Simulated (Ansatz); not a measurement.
Take La₂O₃ (space group P-3m1, No. 164) as the base.

```xyz
5
Lattice="3.9404 0.0000 0.0000 -1.9702 3.4125 0.0000 0.0000 0.0000 6.1883" Properties=species:S:1:pos:R:3 pbc="T T T"
La     0.0000     2.2750     1.5309
La     1.9702     1.1375     4.6574
O      0.0000     0.0000     0.0000
O      0.0000     2.2750     3.9933
O      1.9702     1.1375     2.1950
```

Method: PBE (Ansatz, a program for electronic structure, PAW, spin-orbit coupling left out), earlier PAW set.

For the base:

| Quantity | Value |
|---|---|
| Gap between the host's bands | 3.83 eV |
| Gap character | indirect, L → M |

Now apply this change: electron doping at 3.0×10^21 cm⁻³ (0.250 per cell), with a uniform compensating background at fixed cell and a 300 K Fermi–Dirac width.

Task: Predict the new gap between the host's bands.

Result: The gap between the host's bands remains 3.83 eV.

Task: What does the calculation give for the Fermi level from band edge after the change?

Result: The Fermi level relative to the doped band's edge (positive inside the band; to 0.05 eV) amounts to +0.15 eV.

Task: What happens to the gap character?

Result: The gap character goes from indirect, L → M to indirect, H–A (29 % along) → K.

Carriers are added with a uniform compensating background; total energy and stress of such cells depend on the potential's zero and are not compared; many-body gap narrowing is missing at this level. No phonon test of stability was made.
